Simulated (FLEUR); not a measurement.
# FLEUR run on SrIr₂ (Fd-3m, 6 atoms in the cell): self-consistent single point

Level of theory: FLEUR with LDA (Perdew-Zunger), all-electron FLAPW (FLEUR), scalar-relativistic valence.

The input file:

Input of the input generator:

```
SrIr2 FLAPW
&input film=f /
-0.0000000000 7.2261237280 7.2261237280
7.2261237280 -0.0000000000 7.2261237280
7.2261237280 7.2261237280 -0.0000000000
1.0
1.0 1.0 1.0

6
38 0.2500000000 0.2500000000 0.2500000000
38 0.0000000000 0.0000000000 0.0000000000
77 0.6250000000 0.1250000000 0.6250000000
77 0.6250000000 0.6250000000 0.6250000000
77 0.1250000000 0.6250000000 0.6250000000
77 0.6250000000 0.6250000000 0.1250000000

&comp jspins=1 /
&exco xctyp='pz' /
&kpt div1=9 div2=9 div3=9 /
&end /
```

```xml
<?xml version="1.0" encoding="UTF-8" standalone="no"?>
<fleurInput fleurInputVersion="0.39">
   <comment>
      SrIr2 FLAPW                                                                                         
   </comment>
   <calculationSetup>
      <cutoffs Kmax="4.3" Gmax="17.2" GmaxXC="17.2" numbands="0"/>
      <scfLoop itmax="60" minDistance="0.00001" maxIterBroyd="25" imix="Anderson" alpha="0.05" precondParam="0.0" spinf="2.0"/>
      <coreElectrons ctail="T" frcor="F" kcrel="0" coretail_lmax="0"/>
      <xcFunctional name="pz" relativisticCorrections="F"/>
      <magnetism jspins="1"/>
      <soc l_soc="F" theta="0.0" phi="0.0" spav="F"/>
      <expertModes spex="0" secvar="F"/>
      <geometryOptimization l_f="T" forcealpha="1.0" forcemix="BFGS" epsdisp="0.00001" epsforce="0.00001"/>
      <ldaU l_linMix="F" mixParam="0.05" spinf="1.0"/>
   </calculationSetup>
   <cell>
      <bzIntegration valenceElectrons="80.0" mode="gauss" fermiSmearingEnergy="0.00499791">
         <kPointListSelection listName="default-1"/>
         <!-- k-points included here -->
         <xi:include xmlns:xi="http://www.w3.org/2001/XInclude" href="kpts.xml"> </xi:include>
      </bzIntegration>
      <!-- symmetry operations included here -->
      <xi:include xmlns:xi="http://www.w3.org/2001/XInclude" href="sym.xml"> </xi:include>
      <bulkLattice scale="1.0">
         <bravaisMatrix>
            <row-1>    0.0000000000000000     7.2261237280000001     7.2261237280000001</row-1>
            <row-2>    7.2261237280000001     0.0000000000000000     7.2261237280000001</row-2>
            <row-3>    7.2261237280000001     7.2261237280000001     0.0000000000000000</row-3>
         </bravaisMatrix>
      </bulkLattice>
   </cell>
   <atomSpecies>
      <species name="Strontium (Sr)" element="Sr" atomicNumber="38">
         <mtSphere radius="2.63" gridPoints="925" logIncrement="0.014"/>
         <atomicCutoffs lmax="10" lnonsphr="8"/>
         <electronConfig flipSpins="F">
            <coreConfig>(1s1/2) (2s1/2) (2p1/2) (2p3/2) (3s1/2) (3p1/2) (3p3/2) (3d3/2) (3d5/2)</coreConfig>
            <valenceConfig>(4s1/2) (4p1/2) (4p3/2) (5s1/2)</valenceConfig>
         </electronConfig>
         <energyParameters s="5" p="5" d="4" f="4"/>
         <lo type="SCLO" l="0" n="4" eDeriv="0"/>
         <lo type="SCLO" l="1" n="4" eDeriv="0"/>
      </species>
      <species name="Iridium (Ir)" element="Ir" atomicNumber="77">
         <mtSphere radius="2.34" gridPoints="823" logIncrement="0.016"/>
         <atomicCutoffs lmax="10" lnonsphr="8"/>
         <electronConfig flipSpins="F">
            <coreConfig>(1s1/2) (2s1/2) (2p1/2) (2p3/2) (3s1/2) (3p1/2) (3p3/2) (4s1/2) (3d3/2) (3d5/2) (4p1/2) (4p3/2) (5s1/2) (4d3/2) (4d5/2) (4f5/2) (4f7/2)</coreConfig>
            <valenceConfig>(5p1/2) (5p3/2) (6s1/2) (5d3/2) (5d5/2)</valenceConfig>
            <stateOccupation state="(5d3/2)" spinUp="1.4" spinDown="1.4"/>
            <stateOccupation state="(5d5/2)" spinUp="2.1" spinDown="2.1"/>
         </electronConfig>
         <energyParameters s="6" p="6" d="5" f="5"/>
         <lo type="SCLO" l="1" n="5" eDeriv="0"/>
      </species>
   </atomSpecies>
   <atomGroups>
      <atomGroup species="Strontium (Sr)">
         <relPos label="                   1">1.000/8.000 1.000/8.000 1.000/8.000</relPos>
         <relPos label="                   2">-1.000/8.000 -1.000/8.000 -1.000/8.000</relPos>
         <force calculate="T" relaxXYZ="TTT"/>
      </atomGroup>
      <atomGroup species="Iridium (Ir)">
         <relPos label="                   3">1.000/2.000 .0000000000 1.000/2.000</relPos>
         <relPos label="                   4">1.000/2.000 1.000/2.000 1.000/2.000</relPos>
         <relPos label="                   5">.0000000000 1.000/2.000 1.000/2.000</relPos>
         <relPos label="                   6">1.000/2.000 1.000/2.000 .0000000000</relPos>
         <force calculate="T" relaxXYZ="TTT"/>
      </atomGroup>
   </atomGroups>
   <output dos="F" band="F" slice="F">
      <checks vchk="F" cdinf="F"/>
      <bandDOS minEnergy="-.5*Htr" maxEnergy="0.5*Htr" sigma="0.015" storeEVData="T"/>
      <vacuumDOS vacdos="F" integ="F" star="F" nstars="0" locx1="0.0" locy1="0.0" locx2="0.0" locy2="0.0" nstm="0" tworkf="0.0"/>
      <unfoldingBand unfoldBand="F" supercellX="1" supercellY="1" supercellZ="1"/>
      <plotting iplot="0" polar="F">
         <plot TwoD="T" vec1="  1.0  0.0  0.0" vec2="  0.0  1.0  0.0" vec3="  0.0  0.0  1.0" zero="  0.0  0.0  0.0" file="plot"/>
      </plotting>
      <chargeDensitySlicing numkpt="0" minEigenval="0.0" maxEigenval="0.0" nnne="0" pallst="F"/>
      <specialOutput eonly="F"/>
      <magneticCircularDichroism mcd="F" energyLo="-10.0" energyUp="0.0"/>
   </output>
  <!-- We include the file relax.xml here to enable relaxations (see documentation) -->
  <xi:include xmlns:xi="http://www.w3.org/2001/XInclude" href="relax.xml"> <xi:fallback/> </xi:include>
</fleurInput>
```

The program printed (abridged):

```
      Welcome to FLEUR        (www.flapw.de)
      MaX-Release 8.1          (www.max-centre.eu)

 ========== k-point set info ==========
 Selected k-point list: default-1
 k-point list type: mesh
 9 x 9 x 9
 Number of k points: 35

 ------------Calculation Setup---------------------------
           1           5           7          35
 Number of basis functions:         1062
 Iteration:     1   Distance:      10.93496043 me/bohr^3
 Iteration:     2   Distance:      10.23377827 me/bohr^3
 Iteration:     3   Distance:       3.53699456 me/bohr^3
 Iteration:     4   Distance:       1.90624265 me/bohr^3
 Iteration:     5   Distance:       1.84102793 me/bohr^3
 Iteration:     6   Distance:       0.52094945 me/bohr^3
   [... 5 lines left out ...]
 Iteration:    12   Distance:       0.00156335 me/bohr^3
 Iteration:    13   Distance:       0.00036009 me/bohr^3
 Iteration:    14   Distance:       0.00006334 me/bohr^3
 Iteration:    15   Distance:       0.00005303 me/bohr^3
 Iteration:    16   Distance:       0.00000921 me/bohr^3
 Run finished successfully
 Stop message:
   Structural relaxation: Done

[file out, last iteration]
             iter=     17
          p o t e n t i a l   g e n e r a t o r
[...]
          integral of pseudo charge density inside the slab=        0.000000   0.000000
     coulomb potential in the interstitial region:
          density-coulomb potential integrals
          total density-coulomb potenti  -133321.0810151497
          density-effective potential integrals for spin  1
          total density-effective poten   -1.3539089766E+05
          charge density-energy density integrals
          total charge density-energy d   -1.5595024683E+03
 Updated energy parameters for spin:           1
  Atom    1 5s branch from -0.69 to  2.69 htr. ; e_l =  0.4551
  Atom    1 5p branch from  0.06 to  3.30 htr. ; e_l =  0.5632
  Atom    1 4d branch from -3.96 to  1.25 htr. ; e_l =  0.5760
  Atom    1 4f branch from -9.99 to  2.42 htr. ; e_l =  0.7856
  Atom    1 4s branch from-11.47 to -0.69 htr. ; e_l(l -0.7645
  Atom    1 4p branch from -8.64 to  0.06 htr. ; e_l(l -0.1136
  Atom    2 6s branch from -2.88 to  2.16 htr. ; e_l =  0.2520
  Atom    2 6p branch from -1.24 to  3.22 htr. ; e_l =  0.4024
  Atom    2 5d branch from -9.95 to  0.79 htr. ; e_l =  0.3780
  Atom    2 5f branch from -1.59 to  2.94 htr. ; e_l =  0.6838
  Atom    2 5p branch from-17.48 to -1.24 htr. ; e_l(l -1.3408
[...]
 fermi energy and band-weighting factors:
at   0.44444   0.44444   0.44444   k-weight:    0.010974
   61 eigenvalues :
   -1.325736   -1.313844   -1.311066   -1.311066   -1.301302   -1.300871   -1.300871   -1.298909
   -1.298909   -1.295711   -1.295711   -1.293851   -0.766465   -0.762144   -0.126809   -0.125603
   -0.125603   -0.102205   -0.100558   -0.100558    0.219484    0.305608    0.305608    0.310027
   [... 5 lines left out ...]
   [... 2 blocks of this kind left out ...]

[...]
FERMIE:
          first approx. to ef    (T=0)  :   0.474466 htr   (energy of the highest occ. eigenvalue)
          number of occ. states  (T=0)  :       1394
          first approx. to seigv (T=0)  : -20.609047 htr
   [... lines left out ...]
          total moment                 =     0.00000
 Direct bandgap for spin            1 :    2.0566060543200648E-003  Htr
   [... lines left out ...]
          0.00390943  electrons lost from core.
          total charge for spin  1=  384.000003
          interst. charge =      12.093660
          mt charge=             36.243003   74.855084
          total charge  =  384.000003
          zc=   384.000000     qfix=    1.000000
     t o t a l  e n e r g y
          sum of eigenvalues =            -47497.3383911905
          density-coulomb potential int  -133321.0810151497
          density-effective potential i  -135390.8976573034
          charge density-ex.-corr.energ    -1559.5024683125
          el.-nucl. inter. diff. m.t.       7654.5382970636
          Madelung term for atom type:       -41.9616442317
          el.-nucl. inter. diff. m.t.      89516.8214807184
          Madelung term for atom type:      -205.0414830362
 ---->    total energy=                   -77744.8466148244 htr
 ---->    (input%tkb*entropy) TS=              0.0000000000 htr
 ---->    free energy=                    -77744.8466148244 htr
      extrapolation for T->0
 ---->    total electron energy=          -77744.8466148244 htr
 ***** TOTAL FORCES ON ATOMS *****
 TOTAL FORCE FOR ATOM TYPE=  1  X=  1.807   Y=  1.807   Z=  1.807
                       FX_TOT= 0.000000 FY_TOT= 0.000000 FZ_TOT= 0.000000
 TOTAL FORCE FOR ATOM TYPE=  2  X=  3.613   Y=  7.226   Z=  3.613
                       FX_TOT= 0.000000 FY_TOT= 0.000000 FZ_TOT= 0.000000
 Structural relaxation: Done
```

The run converged in 16 iterations. FLEUR gives forces in its relaxation mode, with a further iteration, so its stop message speaks of a relaxation.

The starting cell comes from a database of computed structures (which also holds hypothetical and non-ambient phases and stackings), without a prior relaxation at this level. Its lattice was rescaled by a random factor within 2.5 % of one. Spin-orbit coupling is off. Spin polarisation is off. Values depend on the basis (sphere radii, cutoffs, local orbitals), which need not be converged. The log's line on a gap gives a spacing of levels on this mesh, which the program prints for metals too.

Cost on one core of a shared machine: roughly 10 min.
